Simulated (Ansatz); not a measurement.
Hypothetical Fm-3m MoTe2: Te → Cd

Start from MoTe2 (space group Fm-3m, No. 225; a = 6.6578 Å; a hypothetical phase, not in the database extracts checked).

It is then changed as follows: every Te is replaced by Cd; the structure is relaxed again.

Method: PBE (Ansatz, a program for electronic structure), no spin-orbit coupling, earlier PAW set. Settings: 12×12×12 k-points, 0.05 eV Fermi–Dirac smearing.

| quantity | base | changed | shift |
|---|---|---|---|
| volume per atom | 24.59 Å³ | 23.01 Å³ | -1.58 Å³ |
| density | 7.90 g/cm³ | 7.72 g/cm³ | -0.187 g/cm³ |
| lattice parameter a | 6.658 Å | 6.512 Å | -0.146 Å |
| space group | Fm-3m (No. 225) | Fm-3m (No. 225) | – |
| band gap | zero | zero | – |

Final structure:

```
CELL_PARAMETERS angstrom
      0.00000     3.25587     3.25587
      3.25587     0.00000     3.25587
      3.25587     3.25587     0.00000
ATOMIC_POSITIONS crystal
  Mo 0.00000 0.00000 0.00000
  Cd 0.25000 0.25000 0.25000
  Cd 0.75000 0.75000 0.75000
```

Whether these cells are dynamically stable was not tested. As relaxed here, Cd2Mo is a hypothetical phase, not in the database extracts checked. All final runs are without spin polarisation. Cd2Mo and MoTe2 have a high density of states at the Fermi level and may be magnetic at this level.
